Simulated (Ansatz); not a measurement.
CdTe: response to strain

Start from CdTe in the zinc blende structure (space group F-43m, No. 216; a = 6.558 Å). Axes: x, y, z lie along the cube axes.

Strains are applied to the cell and any free atomic positions relax; under biaxial strain the out-of-plane vector relaxes too.

All numbers come from r2SCAN (Ansatz, a quantum-chemistry and plane-wave program; PAW; 500 eV plane waves; spin-orbit coupling left out).

```json
[
 {"variant": "base", "band gap": "1.17 eV", "volume per atom": "35.25 Å³", "hole mass": "–"},
 {"variant": "biaxial strain +0.50 %, plane normal [001], relaxed out of plane", "band gap": "1.13 eV", "volume per atom": "35.36 Å³", "hole mass": "–"},
 {"variant": "biaxial strain +1.00 %, plane normal [001], relaxed out of plane", "band gap": "1.09 eV", "volume per atom": "35.47 Å³", "hole mass": "0.090 mₑ out of plane, 0.54 mₑ in plane (at Γ)"},
 {"variant": "biaxial strain +1.50 %, plane normal [001], relaxed out of plane", "band gap": "1.06 eV", "volume per atom": "35.57 Å³", "hole mass": "0.089 mₑ out of plane, 0.54 mₑ in plane (at Γ)"},
 {"variant": "biaxial strain +2.00 %, plane normal [001], relaxed out of plane", "band gap": "1.03 eV", "volume per atom": "35.67 Å³", "hole mass": "0.088 mₑ out of plane, 0.54 mₑ in plane (at Γ)"},
 {"variant": "biaxial strain +2.50 %, plane normal [001], relaxed out of plane", "band gap": "1.00 eV", "volume per atom": "35.76 Å³", "hole mass": "0.088 mₑ out of plane, 0.54 mₑ in plane (at Γ)"},
 {"variant": "biaxial strain +3.00 %, plane normal [001], relaxed out of plane", "band gap": "0.96 eV", "volume per atom": "35.84 Å³", "hole mass": "0.087 mₑ out of plane, 0.54 mₑ in plane (at Γ)"}
]
```

With Te present, leaving out spin-orbit coupling can change the band edges. Effective masses come from finite differences of ±0.01 Å⁻¹. Whether these cells are dynamically stable was not tested.
